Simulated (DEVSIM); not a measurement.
Structure: Si n-i-p diode, at 300 K.

| layer (left to right) | material | thickness (μm) | Nd (cm⁻³) | Na (cm⁻³) | τn (s) | τp (s) |
|---|---|---|---|---|---|---|
| 1 | Si | 0.530 | 2.3e18 | - | 0.00015 | 0.00015 |
| 2 | Si | 0.460 | - | 6.2e11 | 0.00015 | 0.00015 |
| 3 | Si | 0.400 | - | 6.1e17 | 0.00015 | 0.00015 |

Left contact: ohmic. Right contact: ohmic. Voltage is applied to the left contact. Recombination: SRH at mid-gap, radiative. Mobility is μmin + (μ − μmin)/(1 + (N/Nref)^α).

The device is made up for the run: typed textbook-type constants, with dimensions and the other settings drawn at random. Values at 300 K.

| parameter | Si |
|---|---|
| gap (eV) | 1.124 |
| affinity (eV) | 4.05 |
| permittivity | 11.7 |
| Nc (cm⁻³) | 2.86e19 |
| Nv (cm⁻³) | 3.1e19 |
| μn (cm²/Vs) | 1417 |
| μp (cm²/Vs) | 470 |
| μn,min | 52 |
| μp,min | 45 |
| Nref,n | 9.7e16 |
| Nref,p | 2.2e17 |
| αn | 0.68 |
| αp | 0.72 |
| B (cm³/s) | 4.7e-15 |

DEVSIM, 1D drift-diffusion, Boltzmann statistics, complete ionisation; no tunnelling, impact ionisation, image-force lowering or self-heating.

Question: Tabulate band edges, carrier densities and field at -0.9 V on the left contact.

Answer: Energies count from the Fermi level of the right contact; mesh points crowd at the junctions.

```csv
x (μm),Ec (eV),Ev (eV),n (cm⁻³),p (cm⁻³),field (V/cm)
0.000,0.965,-0.159,2.3e18,< 1e2,-95
0.02143,0.965,-0.159,2.3e18,2.3e15,-95
0.06347,0.965,-0.159,2.3e18,6.7e15,-95
0.1362,0.964,-0.160,2.3e18,1.4e16,-94
0.3143,0.962,-0.162,2.3e18,3.2e16,-93
0.4275,0.961,-0.163,2.3e18,4.2e16,-92
0.4852,0.961,-0.163,2.3e18,4.7e16,-91
0.5249,0.964,-0.160,2.1e18,5.8e16,13000
0.5433,1.008,-0.116,3.7e17,3.2e17,3700
0.5752,1.010,-0.115,3.5e17,3.5e17,-41
0.6322,1.009,-0.115,3.4e17,3.4e17,-48
0.7866,1.008,-0.116,3.4e17,3.4e17,-49
0.8884,1.008,-0.116,3.3e17,3.3e17,-49
0.9478,1.008,-0.116,3.3e17,3.3e17,-44
0.9848,1.012,-0.112,2.8e17,3.9e17,8600
1.005,1.028,-0.096,1.4e17,7.4e17,620
1.037,1.028,-0.096,1.3e17,7.4e17,-140
1.095,1.027,-0.097,1.1e17,7.2e17,-150
1.234,1.025,-0.099,6.0e16,6.7e17,-170
1.314,1.024,-0.100,3.0e16,6.4e17,-180
1.359,1.023,-0.101,1.2e16,6.2e17,-190
1.390,1.022,-0.102,190,6.1e17,-200
```
